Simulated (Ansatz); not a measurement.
HfN: isotropic strain −5.99 %

The reference is HfN in the rock salt structure (space group Fm-3m, No. 225; a = 4.525 Å).

One thing is altered: the cell is scaled by 0.9401 in all directions; the atoms relax in the strained cell.

All numbers come from plane-wave PAW DFT at the r2SCAN level (Ansatz, a quantum-chemistry and plane-wave program, 500 eV), no spin-orbit coupling. Γ-centred 18×18×18 mesh, Fermi–Dirac width 0.05 eV.

```json
[
 {"quantity": "volume per atom", "base": "11.59 Å³", "changed": "9.63 Å³", "shift": "-1.96 Å³"},
 {"quantity": "space group", "base": "Fm-3m (No. 225)", "changed": "Fm-3m (No. 225)", "shift": "–"},
 {"quantity": "shortest interatomic distance", "base": "2.263 Å", "changed": "2.127 Å", "shift": "-0.136 Å"},
 {"quantity": "energy relative to the base (free energy F)", "base": "0 meV/atom", "changed": "+0.401 eV/atom", "shift": "+0.401 eV/atom"},
 {"quantity": "pressure", "base": "0.0 GPa", "changed": "77.0 GPa", "shift": "+77.0 GPa"},
 {"quantity": "band gap", "base": "zero", "changed": "zero", "shift": "–"}
]
```

Final structure:

```
HfN
1.0
    0.00000     2.12720     2.12720
    2.12720     0.00000     2.12720
    2.12720     2.12720     0.00000
N Hf
1 1
Cartesian
  0.00000   0.00000   0.00000
  2.12720   2.12720   2.12720
```

Cost of the whole job for the changed cell (relaxation, final SCF and bands): about 25 core-seconds (a rough figure).

No phonon test of stability was made. The final runs are not spin-polarised. An odd electron count without spin: HfN.
